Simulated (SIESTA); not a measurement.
# Input and output of a self-consistent single point for Pt (Fm-3m, 1 atom in the cell) (SIESTA)

Method: GGA PBEsol, numerical atomic orbitals DZP, PseudoDojo PBEsol standard norm-conserving potentials (rewritten from UPF to PSML) in SIESTA 5.4.2.

The input file:

```
# files in the folder: Pt.psml (PseudoDojo PBEsol standard)
SystemName  Pt
SystemLabel siesta

NumberOfAtoms                1
NumberOfSpecies              1
%block ChemicalSpeciesLabel
  1 78 Pt
%endblock ChemicalSpeciesLabel
LatticeConstant              2.763543 Ang
%block LatticeVectors
     0.000000000    0.707106783    0.707106783
     0.707106783    0.000000000    0.707106783
     0.707106783    0.707106783    0.000000000
%endblock LatticeVectors
AtomicCoordinatesFormat      Ang
%block AtomicCoordinatesAndAtomicSpecies
     0.000000000    0.000000000    0.000000000  1
%endblock AtomicCoordinatesAndAtomicSpecies

XC.functional                GGA
XC.authors                   PBEsol
PAO.BasisSize                DZP
PAO.EnergyShift              0.01 Ry
MeshCutoff                   300 Ry
%block kgrid.MonkhorstPack
    8   0   0  0.0
    0   8   0  0.0
    0   0   8  0.0
%endblock kgrid.MonkhorstPack
OccupationFunction           MP
OccupationMPOrder            0
ElectronicTemperature        0.1 eV

MaxSCFIterations             150
SCF.Mixer.Method             Broyden
SCF.Mixer.Weight             0.2
SCF.Mixer.History            6
SCF.DM.Tolerance             1.0E-05
Diag.ParallelOverK           true
WriteForces                  true
```

Output, abridged:

```
reinit: Reading from file input.fdf

reinit: System Name: Pt
reinit: System Label: siesta

coor:   Atomic-coordinates input format  =     Cartesian coordinates
coor:                                          (in Angstroms)

siesta: Atomic coordinates (Bohr) and species
siesta:      0.00000   0.00000   0.00000  1        1

siesta: System type = bulk

initatomlists: Number of atoms, orbitals, and projectors:      1    19    32

siesta: ******************** Simulation parameters ****************************
redata: Spin configuration                          = none
redata: Time-Reversal Symmetry                      = T
redata: Number of Atomic Species                    =        1
redata: Mesh Cutoff                                 =   300.0000 Ry
redata: Net charge of the system                    =     0.0000 |e|
redata: Min. number of SCF Iter                     =        0
redata: Max. number of SCF Iter                     =      150
redata: SCF convergence failure will abort job
redata: SCF mix quantity                            = Hamiltonian
redata: Mix DM or H after convergence               =   F
redata: Recompute H after scf cycle                 =   F
redata: Mix DM in first SCF step                    =   T
redata: No kicks to SCF
redata: DM Mixing Weight for Kicks                  =     0.5000
redata: Require Harris convergence for SCF          =   F
redata: Harris energy tolerance for SCF             =     0.000100 eV
redata: Require DM convergence for SCF              =   T
redata: DM tolerance for SCF                        =     0.000010
redata: Require EDM convergence for SCF             =   F
redata: EDM tolerance for SCF                       =     0.001000 eV
redata: Require H convergence for SCF               =   T
redata: Hamiltonian tolerance for SCF               =     0.001000 eV
redata: Require (free) Energy convergence for SCF   =   F
redata: (free) Energy tolerance for SCF             =     0.000100 eV
redata: Using DFT-D3 dispersion                     =   F
redata: Using Saved Data (generic)                  =   F
redata: Method of Calculation                       = Diagonalization
redata: Electronic Temperature                      =  1160.4518 K
redata: Number of TDED substeps                     =        3
redata: Dynamics option                             = Single-point calculation
redata: Save all siesta data in one NC              =   F
redata: ***********************************************************************

%block SCF.Mixers
  Broyden
%endblock SCF.Mixers

%block SCF.Mixer.Broyden
  # Mixing method
  method broyden

  # Mixing options
  weight 0.2000
  weight.linear 0.2000
  weight.prime 0.2000
  history 6
%endblock SCF.Mixer.Broyden

DM_history_depth set to one: no extrapolation allowed by default for geometry relaxation
Size of DM history Fstack: 1
Total number of electrons:    18.000000
Total ionic charge:    18.000000

* ProcessorY, Blocksize:    1  20

* Orbital distribution balance (max,min):    19    19

k-point displ. along   1 input, could be:     0.00    0.50
k-point displ. along   2 input, could be:     0.00    0.50
k-point displ. along   3 input, could be:     0.00    0.50
 Kpoints in:          320 . Kpoints trimmed:          296

siesta: k-grid: Number of k-points = 296
siesta: k-points from Monkhorst-Pack grid
siesta: k-cutoff (effective) =    11.054 Ang
siesta: k-point supercell and displacements
siesta: k-grid:     8     0     0      0.000
siesta: k-grid:     0     8     0      0.000
siesta: k-grid:     0     0     8      0.000

diag: Algorithm                                     = D&C
diag: Parallel over k                               =   F
diag: Use parallel 2D distribution                  =   F
diag: Parallel block-size                           = 20
diag: Parallel distribution                         =     1 x     1
diag: Used triangular part                          = Lower
diag: Absolute tolerance                            =  0.100E-15
diag: Orthogonalization factor                      =  0.100E-05
diag: Memory factor                                 =  1.0000

superc: Internal auxiliary supercell:     5 x     5 x     5  =     125
superc: Number of atoms, orbitals, and projectors:    125   2375   4000

                        Single-point calculation

superc: Internal auxiliary supercell:     5 x     5 x     5  =     125
superc: Number of atoms, orbitals, and projectors:    125   2375   4000

outcell: Unit cell vectors (Ang):
        0.000000    1.954120    1.954120
        1.954120    0.000000    1.954120
        1.954120    1.954120    0.000000

outcell: Cell vector modules (Ang)   :    2.763543    2.763543    2.763543
outcell: Cell angles (23,13,12) (deg):     60.0000     60.0000     60.0000
outcell: Cell volume (Ang**3)        :     14.9239
new_DM -- step:     1
Initializing Density Matrix...

Attempting to read DM from file... Failed...
DM filled with atomic data:

InitMesh: MESH = 24 x 24 x 24 = 13824
InitMesh: Mesh cutoff (required, used) =   300.000   312.668 Ry

stepf: Methfessel-Paxton step function
       Using Hermite-Gauss polynomials of order  0

        iscf     Eharris(eV)        E_KS(eV)     FreeEng(eV)     dDmax    Ef(eV) dHmax(eV)
   scf:    1    -3544.628016    -3549.275575    -3549.283863  0.905131  0.487756  9.335864
   scf:    2    -3551.988909    -3550.729034    -3550.736312  0.275134 -0.489545  5.525829
   scf:    3    -3551.863342    -3551.490174    -3551.499218  0.351624 -1.938403  0.056482
   scf:    4    -3551.489988    -3551.490094    -3551.499203  0.003875 -1.959591  0.035693
   scf:    5    -3551.489967    -3551.490031    -3551.499239  0.003797 -1.983150  0.032407
   scf:    6    -3551.490077    -3551.490064    -3551.499291  0.002512 -1.983204  0.004187
   scf:    7    -3551.490063    -3551.490063    -3551.499291  0.000259 -1.983301  0.001184
   scf:    8    -3551.490065    -3551.490064    -3551.499292  0.000086 -1.983274  0.000506
   scf:    9    -3551.490066    -3551.490065    -3551.499292  0.000014 -1.983300  0.000397
   scf:   10    -3551.490067    -3551.490066    -3551.499292  0.000012 -1.983313  0.000313
   scf:   11    -3551.490068    -3551.490067    -3551.499292  0.000011 -1.983315  0.000250
   scf:   12    -3551.490068    -3551.490067    -3551.499292  0.000007 -1.983320  0.000206

SCF Convergence by DM+H criterion
max |DM_out - DM_in|         :     0.0000070095
max |H_out - H_in|      (eV) :     0.0002064299
SCF cycle converged after 12 iterations

Using DM_out to compute the final energy and forces

siesta: E_KS(eV) =            -3551.4901

siesta: E_KS - E_eggbox =     -3551.4901

siesta: Atomic forces (eV/Ang):
     1    0.000000    0.000000    0.000000
   Tot    0.000000    0.000000    0.000000
   Max    0.000000
   Res    0.000000    sqrt( Sum f_i^2 / 3N )
   Max    0.000000    constrained

Stress tensor Voigt[x,y,z,yz,xz,xy] (kbar):        0.96        0.96        0.96       -0.13       -0.13       -0.13
(Free)E + p*V (eV/cell)    -3551.5083
Target enthalpy (eV/cell)    -3551.4993

siesta: Program's energy decomposition (eV):
siesta: Ebs     =      -586.698188
siesta: Eions   =      4880.764675
siesta: Ena     =       702.264213
siesta: Ekin    =      1012.327340
siesta: Enl     =       213.795511
siesta: Eso     =         0.000000
siesta: Edftu   =         0.000000
siesta: DEna    =        42.448927
siesta: DUscf   =         1.385166
siesta: DUext   =         0.000000
siesta: Ex      =      -600.607051
siesta: Ec      =       -42.339499
siesta: Exc     =      -642.946550
siesta: Eharris =     -3551.490068
siesta: Etot    =     -3551.490067
siesta: FreeEng =     -3551.499292

siesta: Stress tensor (static) (eV/Ang**3):
siesta:     0.000600   -0.000080   -0.000080
siesta:    -0.000080    0.000600   -0.000080
siesta:    -0.000080   -0.000080    0.000600

siesta: Cell volume =         14.923947 Ang**3

siesta: Pressure (static):
siesta:                Solid            Molecule  Units
siesta:          -0.00000654         -0.00000654  Ry/Bohr**3
siesta:          -0.00060046         -0.00060046  eV/Ang**3
siesta:          -0.96204366         -0.96204366  kBar
```

The run converged in 12 iterations.

The starting cell has typed, rounded lattice constants, without a prior relaxation at this level. Its lattice was rescaled by up to half a per cent. Spin polarisation is off. Values carry the incompleteness of an atom-centred basis.
